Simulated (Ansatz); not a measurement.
The starting structures come from a database of crystals and need not be the phases stable at ambient conditions.

Inside the gap of an insulator the Bloch states are evanescent, with a wavenumber k + iκ along the transport direction.

Consider the following.

```xyz
20
Lattice="6.0215 0.0000 0.0000 0.0000 9.9913 0.0000 0.0000 3.2002 4.7464" Properties=species:S:1:pos:R:3 pbc="T T T"
Na     3.0107     4.9956     0.0000
Na     0.0000     0.0000     0.0000
La     5.6691     9.9085     3.6788
La     0.3524     3.2830     1.0676
La     2.6584     8.2786     1.0676
La     3.3631     4.9128     3.6788
Ta     3.0107     1.6001     2.3732
Ta     0.0000     6.5957     2.3732
O      1.6558     6.6071     3.5349
O      4.3657     6.5843     1.2115
O      4.6665     1.5887     1.2115
O      1.3550    11.6028     3.5349
O      5.6589     4.6724     2.8501
O      0.3626     8.5190     1.8963
O      2.6481     3.5234     1.8963
O      3.3734     9.6681     2.8501
O      4.0658    12.1521     3.9761
O      1.9557     1.0394     0.7702
O      1.0550     6.0350     0.7702
O      4.9665     7.1564     3.9761
```

Space group of this cell: P2_1/c. The cell is taken as given; by PBEsol its mean pressure is -5.2 GPa.

Transport runs along the normal of the first two printed cell vectors.

The gap is the functional's own. No spin-orbit coupling. Mid-gap values are interpolated on the energy grid.

**Question.** Estimate the band gap and the smallest decay constant κ at mid-gap that Ansatz (a first-principles code) with PBEsol returns for this system.

**Answer.** Gap 3.96 eV on a 6×4×6 mesh; κ = 0.392 1/Å, at the zone centre.
